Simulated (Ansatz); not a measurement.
Band structure of Ta4N3 (I4/mmm, 7 atoms in the cell).

```
CELL_PARAMETERS angstrom
     -2.16794     2.16794     4.24165
      2.16794    -2.16794     4.24165
      2.16794     2.16794    -4.24165
ATOMIC_POSITIONS crystal
  Ta 0.00000 0.50000 0.50000
  Ta 0.50000 0.00000 0.50000
  Ta 0.26382 0.26382 0.00000
  Ta 0.73618 0.73618 0.00000
  N  0.75000 0.25000 0.50000
  N  0.25000 0.75000 0.50000
  N  0.00000 0.00000 0.00000
```

Method: PBEsol, PAW files made with PBE (plane waves; Ansatz, a program for electronic structure).

Settings: basis.ecutwfc = 420 eV; kpoints.mp_grid.grid = 7 7 7; hamiltonian.xc = pbesol; hamiltonian.pseudopotentials = {kind: paw} (the program's default PAW files); scf.occupations.method = gaussian; scf.occupations.width = 0.1 eV; kpoints.band_path.npoints = 8.

The starting cell comes from a database of computed structures (which also holds hypothetical and non-ambient phases and stackings), without a prior relaxation at this level. Its lattice was rescaled by a random factor within 2.5 % of one. Spin-orbit coupling is off. Spin polarisation is off; with an odd number of electrons in the cell that forces a metal, and a magnetic state may lie lower.

Levels in eV from the Fermi level, bands 30 to 37:
```csv
point,30,31,32,33,34,35,36,37
Γ,-3.82,-1.27,-1.27,-0.92,-0.62,-0.62,0.94,1.01
X,-1.98,-1.64,-1.61,1.30,1.38,1.40,2.33,2.44
Y,-2.53,-1.71,-1.18,-0.54,0.97,1.50,2.24,2.66
S,-3.74,-1.82,-1.64,-0.53,-0.49,0.97,1.94,1.97
Z,-3.92,-3.92,-3.79,-2.87,0.86,0.86,1.61,2.57
S1,-3.74,-1.82,-1.64,-0.53,-0.49,0.97,1.94,1.97
N,-2.78,-1.66,-1.31,-0.44,-0.02,0.64,1.13,1.39
P,-1.85,-1.72,-1.40,1.59,1.59,2.05,2.10,2.21
Y1,-2.53,-1.71,-1.18,-0.54,0.97,1.50,2.24,2.66
```

Bands cross the Fermi level along this path, so the cell is metallic at this level.

Keys are those of Ansatz 0.2.
